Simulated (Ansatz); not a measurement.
Surface energy of faces of bcc V in PBE and in RPBE, in Ansatz (plane waves, PAW). Symmetric slabs relaxed with PBE from ideal cuts in 1x1 cells (the lowest computed cut and spin start of each face; real faces may reconstruct in larger cells); RPBE values are single points on them, with the bulk at the same level. No spin-orbit coupling, no U.

| face | PBE (J/m²) | RPBE (J/m²) |
|---|---|---|
| (100) | 2.41 | 2.22 |
| (110) | 2.44 | 2.28 |
| (111) | 2.71 | ? |
| (210) | 2.52 | 2.34 |
| (211) | 2.71 | 2.55 |
| (221) | 2.67 | 2.51 |
| (320) | 2.51 | 2.34 |

Task: Fit a straight line y = a·x + b by least squares to the 6 complete rows (x: PBE (J/m²); y: RPBE (J/m²)).

Result: the means are x̄ = 2.5433 and ȳ = 2.3733; Σ(x − x̄)² = 0.073933 and Σ(x − x̄)(y − ȳ) = 0.078733, so a = 1.065 and b = ȳ − a·x̄ = -0.335. The largest residual is 0.017.

Task: What does the line predict for the withheld row, (111), and what did the calculation give?

Result: the line gives 2.55; the calculation gave 2.57, a miss of 0.02, of the size of the fitted rows' scatter and rounding.

Ansatz is a program for electronic structure.
